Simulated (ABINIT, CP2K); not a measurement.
An ABINIT input for a self-consistent single point of BaZrO₃ (Pm-3m, 5 atoms in the cell) (DFT, PBE, plane waves, norm-conserving pseudopotentials (PseudoDojo nc-sr-05 PBE standard)):

```
# BaZrO3, PseudoDojo nc-sr-05 PBE standard
pp_dirpath "./"
pseudos "Ba.upf, Zr.upf, O.upf"
acell 3*1.0 Angstrom
rprim
         4.1900000000    0.0000000000    0.0000000000
         0.0000000000    4.1900000000    0.0000000000
         0.0000000000    0.0000000000    4.1900000000
natom 5
ntypat 3
znucl 56 40 8
typat 1 2 3 3 3
xcart
         0.0000000000    0.0000000000    0.0000000000
         3.9589762311    3.9589762311    3.9589762311
         3.9589762311    0.0000000000    3.9589762311
         0.0000000000    3.9589762311    3.9589762311
         3.9589762311    3.9589762311    0.0000000000
ecut 42 Ha
occopt 3
tsmear 0.00073499
nband 27
kptopt 1
ngkpt 8 8 8
nshiftk 1
shiftk 0 0 0
nstep 100
tolvrs 1.0e-11
prtwf 0
prtden 0
enunit 1
```

### Question
Translate this input to CP2K.

### Answer
One input that does it (others would too):

```
&GLOBAL
  PROJECT bulk
  RUN_TYPE ENERGY_FORCE
  PRINT_LEVEL MEDIUM
&END GLOBAL
&FORCE_EVAL
  METHOD Quickstep
  STRESS_TENSOR ANALYTICAL
  &DFT
    BASIS_SET_FILE_NAME BASIS_MOLOPT_UZH
    POTENTIAL_FILE_NAME POTENTIAL_UZH
    &QS
      METHOD GPW
      EPS_DEFAULT 1E-10
    &END QS
    &MGRID
      CUTOFF 500
      REL_CUTOFF 50
      NGRIDS 5
    &END MGRID
    &SCF
      SCF_GUESS ATOMIC
      EPS_SCF 1E-6
      MAX_SCF 100
      ADDED_MOS 8
      &DIAGONALIZATION
        ALGORITHM STANDARD
      &END DIAGONALIZATION
      &MIXING
        METHOD BROYDEN_MIXING
        ALPHA 0.4
        NBUFFER 12
      &END MIXING
      &SMEAR ON
        METHOD FERMI_DIRAC
        ELECTRONIC_TEMPERATURE [K] 232.09
      &END SMEAR
    &END SCF
    &KPOINTS
      SCHEME MONKHORST-PACK 8 8 8
      GAMMA_CENTERED T
    &END KPOINTS
    &XC
      &XC_FUNCTIONAL PBE
      &END XC_FUNCTIONAL
    &END XC
    &PRINT
      &MO
        EIGENVALUES T
        OCCUPATION_NUMBERS T
        NDIGITS 8
        FILENAME mo
        &EACH
          QS_SCF 0
        &END EACH
        ADD_LAST NUMERIC
      &END MO
      &MULLIKEN ON
      &END MULLIKEN
    &END PRINT
  &END DFT
  &SUBSYS
    &CELL
      ABC 4.19000000 4.19000000 4.19000000
      ALPHA_BETA_GAMMA 90.00000000 90.00000000 90.00000000
      PERIODIC XYZ
    &END CELL
    &COORD
      Ba       0.00000000     0.00000000     0.00000000
      Zr       2.09500000     2.09500000     2.09500000
      O        2.09500000     0.00000000     2.09500000
      O        0.00000000     2.09500000     2.09500000
      O        2.09500000     2.09500000     0.00000000
    &END COORD
    &KIND Ba
      BASIS_SET DZVP-MOLOPT-PBE-GTH-q10
      POTENTIAL GTH-PBE-q10
    &END KIND
    &KIND Zr
      BASIS_SET DZVP-MOLOPT-PBE-GTH-q12
      POTENTIAL GTH-PBE-q12
    &END KIND
    &KIND O
      BASIS_SET DZVP-MOLOPT-PBE-GTH-q6
      POTENTIAL GTH-PBE-q6
    &END KIND
  &END SUBSYS
  &PRINT
    &FORCES ON
    &END FORCES
    &STRESS_TENSOR ON
    &END STRESS_TENSOR
  &END PRINT
&END FORCE_EVAL
```

Basis, cutoffs, solver keys and any potentials are the target program's own. This input uses DFT PBE, GPW, DZVP-MOLOPT-PBE-GTH basis, GTH-PBE potentials (POTENTIAL_UZH). Both were run: pressure 3.91 GPa in ABINIT and 6.86 in CP2K; gap on the mesh 3.248 eV in ABINIT and 3.142 in CP2K.

On CP2K: the starting cell has typed, rounded lattice constants, without a prior relaxation at this level. Values carry the incompleteness of an atom-centred basis. With a pressure of about 7 GPa the cell is away from its equilibrium volume at this level.

On ABINIT: the starting cell has typed, rounded lattice constants, without a prior relaxation at this level. With a pressure of about 4 GPa the cell is away from its equilibrium volume at this level.
